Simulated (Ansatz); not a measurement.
The parent structure is Sb in the diamond structure (space group Fd-3m, No. 227; a = 6.867 Å; a hypothetical phase, not in the database extracts checked).

Levels (all Ansatz, a program for electronic structure, PAW): PBEsol (420 eV, no spin-orbit coupling); r2SCAN (500 eV, no spin-orbit coupling).

The geometry is relaxed with PBEsol.

| Quantity | Value |
|---|---|
| PBEsol pressure | 0.0 GPa |

With r2SCAN at the same geometry, the pressure goes from zero to 1.1 GPa.

Single points use the geometry relaxed with PBEsol. Their cutoffs differ, which shifts pressures a little. No phonon test of stability was made.
